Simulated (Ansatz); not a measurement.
MgO under a change: pressure 15 GPa

Take MgO in the rock salt structure (space group Fm-3m, No. 225; a = 4.214 Å) as the base.

The change: a hydrostatic pressure of 15 GPa.

Calculations: Kohn–Sham DFT with the PBEsol functional, run in Ansatz (an electronic-structure program) with PAW and 420 eV plane waves, spin-orbit coupling left out. Γ-centred 13×13×13 mesh, Fermi–Dirac width 0.05 eV.

The volume per atom shrinks by 0.72 Å³ to 8.63 Å³ and the density increases by 0.30 g/cm³ (3.58 g/cm³ → 3.88 g/cm³). The lattice parameter a falls by 0.112 Å, from 4.214 Å to 4.102 Å and the shortest interatomic distance drops by 0.056 Å, from 2.107 Å to 2.051 Å. The enthalpy H = E + PV relative to the base's energy is +0.84 eV/atom and the band gap goes up by 0.81 eV to 5.43 eV. The gap character remains direct at Γ and the mean gap deformation potential ΔEg/Δln V amounts to -10.1 eV. The width of the top valence band rises by 0.15 eV (1.79 eV → 1.94 eV) and the electron mass goes from 0.34 mₑ (at Γ) to 0.37 mₑ (at Γ). The hole mass (degenerate bands, along [100]) changes from 0.38, 2.1, 2.1 mₑ (at Γ) to 0.40, 2.0, 2.0 mₑ (at Γ).

Load acts through the strain it causes; cell and atoms are relaxed under it. Effective masses come from finite differences of ±0.01 Å⁻¹. Stability against distortions was not tested. No other phases were tried under pressure.
